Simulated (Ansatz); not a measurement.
System: LaN (model structure, within 0.1 Å of P4/nmm, No. 129, 8 atoms in the cell). Method: PBEsol (Ansatz, a first-principles code, PAW).

Input file:

Ansatz 0.2 input:
```yaml
crystal:
  lattice:
    - [10.536968321, 0.0, 0.0]
    - [0.0, 3.7062195864, 0.0]
    - [0.0, 0.0, 3.7070445654]
  atoms:
    - { symbol: La, position: [0.1268016819, 0.25, 0.2500932072] }
    - { symbol: La, position: [0.3731983181, 0.75, 0.7500932072] }
    - { symbol: La, position: [0.8731983181, 0.75, 0.7499067928] }
    - { symbol: La, position: [0.6268016819, 0.25, 0.2499067928] }
    - { symbol: N, position: [0.8675678939, 0.25, 0.2505318148] }
    - { symbol: N, position: [0.6324321061, 0.75, -0.2494681852] }
    - { symbol: N, position: [0.1324321061, 0.75, 0.7494681852] }
    - { symbol: N, position: [0.3675678939, 0.25, 1.2494681852] }
basis:
  ecutwfc: 520
  ecutrho_ratio: 4
  xc_grid: 2
kpoints:
  mp_grid: { grid: [4, 10, 10] }
  band_path:
    path:
      - [0.0, 0.0, 0.0]
      - [0.25, 0.0, 0.0]
      - [0.5, 0.0, 0.0]
      - [0.5, 0.0625, 0.0]
      - [0.5, 0.125, 0.0]
      - [0.5, 0.1875, 0.0]
      - [0.5, 0.25, 0.0]
      - [0.5, 0.3125, 0.0]
      - [0.5, 0.375, 0.0]
      - [0.5, 0.4375, 0.0]
      - [0.5, 0.5, 0.0]
      - [0.25, 0.5, 0.0]
      - [0.0, 0.5, 0.0]
      - [0.0, 0.4375, 0.0]
      - [0.0, 0.375, 0.0]
      - [0.0, 0.3125, 0.0]
      - [0.0, 0.25, 0.0]
      - [0.0, 0.1875, 0.0]
      - [0.0, 0.125, 0.0]
      - [0.0, 0.0625, 0.0]
      - [0.0, 0.0, 0.0625]
      - [0.0, 0.0, 0.125]
      - [0.0, 0.0, 0.1875]
      - [0.0, 0.0, 0.25]
      - [0.0, 0.0, 0.3125]
      - [0.0, 0.0, 0.375]
      - [0.0, 0.0, 0.4375]
      - [0.0, 0.0, 0.5]
      - [0.25, 0.0, 0.5]
      - [0.5, 0.0, 0.5]
      - [0.5, 0.0625, 0.5]
      - [0.5, 0.125, 0.5]
      - [0.5, 0.1875, 0.5]
      - [0.5, 0.25, 0.5]
      - [0.5, 0.3125, 0.5]
      - [0.5, 0.375, 0.5]
      - [0.5, 0.4375, 0.5]
      - [0.5, 0.5, 0.5]
      - [0.25, 0.5, 0.5]
      - [0.0, 0.5, 0.5]
      - [0.0, 0.4375, 0.5]
      - [0.0, 0.375, 0.5]
      - [0.0, 0.3125, 0.5]
      - [0.0, 0.25, 0.5]
      - [0.0, 0.1875, 0.5]
      - [0.0, 0.125, 0.5]
      - [0.0, 0.0625, 0.5]
      - [0.5, 0.0, 0.0625]
      - [0.5, 0.0, 0.125]
      - [0.5, 0.0, 0.1875]
      - [0.5, 0.0, 0.25]
      - [0.5, 0.0, 0.3125]
      - [0.5, 0.0, 0.375]
      - [0.5, 0.0, 0.4375]
      - [0.0, 0.5, 0.0625]
      - [0.0, 0.5, 0.125]
      - [0.0, 0.5, 0.1875]
      - [0.0, 0.5, 0.25]
      - [0.0, 0.5, 0.3125]
      - [0.0, 0.5, 0.375]
      - [0.0, 0.5, 0.4375]
      - [0.5, 0.5, 0.0625]
      - [0.5, 0.5, 0.125]
      - [0.5, 0.5, 0.1875]
      - [0.5, 0.5, 0.25]
      - [0.5, 0.5, 0.3125]
      - [0.5, 0.5, 0.375]
      - [0.5, 0.5, 0.4375]
    npoints: 1
hamiltonian:
  xc: pbesol
  dispersion: none
  pseudopotentials: { kind: paw }
scf:
  occupations: { method: fermi_dirac, width: 0.01 }
  convergence: { dr2_threshold: 0.0000000008 }
output:
  forces: true
  stress: true
  eigenvalues: true
  write_bands: true
```

Excerpt of the program's output:

```
Crystal: 8 atoms, lattice volume = 144.769 Å³
Basis set: ecut = 520 eV, 3887 PW (Γ), exchange–correlation on 160×60×60 points (8 copies of the dense FFT grid, shifted against one another)
Bands: 40, of which v1, the nominal top of the filled ones, is band 32 counted from 1 (31 counted from 0)
Symmetry: 8 space group operations
Space group: Pnma (ITA 62), of the structure as read, at distance tolerance 5.3e-5 Å
k-points: 108 of 400
Functional: x = pbesol(κ = 0.804, μ = 0.12345679012345678), c = pbesol(β = 0.046)
SCF iter   1: F=—  HF=-26170.008863 eV  |F-HF|=—  |Δ(HF+E_count)|=         —  Δρ=1.37e-2  dr2=3.45e-1
SCF iter   2: F=—  HF=-26169.945761 eV  |F-HF|=—  |Δ(HF+E_count)|=   6.31e-2  Δρ=1.95e-3  dr2=5.05e-3
  ...
SCF iter   6: F=—  HF=-26169.944201 eV  |F-HF|=—  |Δ(HF+E_count)|=   2.71e-5  Δρ=4.59e-6  dr2=3.14e-8
SCF iter   7: F=-26169.944201 eV  HF=-26169.944201 eV  |F-HF|=2.44e-10  |Δ(HF+E_count)|=   1.35e-8  Δρ=5.42e-7  dr2=2.85e-10
SCF 1 converged in 7 iterations: F = -26169.944201 eV  dr2 = 2.85e-10
SCF converged after 7 iterations
Free energy (F): -26169.944201 eV
Internal energy: -26169.944022 eV  (E = F + TS)
E sigma→0 (E₀):  -26169.944112 eV
Fermi energy:    11.950341 eV
--- Forces (eV/Å), atoms counted from 1 ---
  atom   1  La    -0.00250421     0.00000000     0.00044630
  atom   2  La     0.00250421    -0.00000000     0.00044630
  atom   3  La     0.00250421    -0.00000000    -0.00044630
  atom   4  La    -0.00250421     0.00000000    -0.00044630
  atom   5  N     -0.00042149     0.00000000    -0.00041742
  atom   6  N      0.00042149     0.00000000    -0.00041742
  atom   7  N      0.00042149     0.00000000     0.00041742
  atom   8  N     -0.00042149     0.00000000     0.00041742
--- Stress (GPa, compression-positive) ---
        0.035500       0.000000       0.000000
        0.000000       0.012407       0.000000
        0.000000       0.000000      -0.018776
  P = ⅓ Tr σ = 0.0097 GPa (0.097 kbar)
```

The PAW data were made under PBE.

Computing time: very roughly 60 core-seconds.

A model structure was made by putting elements into a prototype or built by hand; it is no filed structure, need not be a known phase, and can be a saddle point held by its symmetry.
